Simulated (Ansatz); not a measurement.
Base system: TiO$_{2}$ in the anatase structure (space group I4_1/amd, No. 141; a = 3.770 Å, c = 9.552 Å).

Levels (all Ansatz, a program for electronic structure, PAW): PBEsol (420 eV, without spin-orbit coupling); HSE06 (420 eV, no spin-orbit coupling).

The geometry is relaxed with PBEsol.

- PBEsol lowest conduction level above the VBM at special points = Γ 2.11 eV; M 2.47 eV; S₀ 3.25 eV

Question: How does going to HSE06 change the lowest conduction level above the VBM at special points?

Answer: The lowest conduction level above the VBM at special points becomes Γ 3.65 eV; M 4.06 eV; S₀ 4.87 eV (PBEsol: Γ 2.11 eV; M 2.47 eV; S₀ 3.25 eV).

Single points use the geometry relaxed with PBEsol. HSE06 gaps are upper bounds (no full band path). The levels and masses belong to the bands next to the band gap. Whether these cells are dynamically stable was not tested. The base started in C2/c and relaxed to I4_1/amd at this level. The final runs are not spin-polarised.
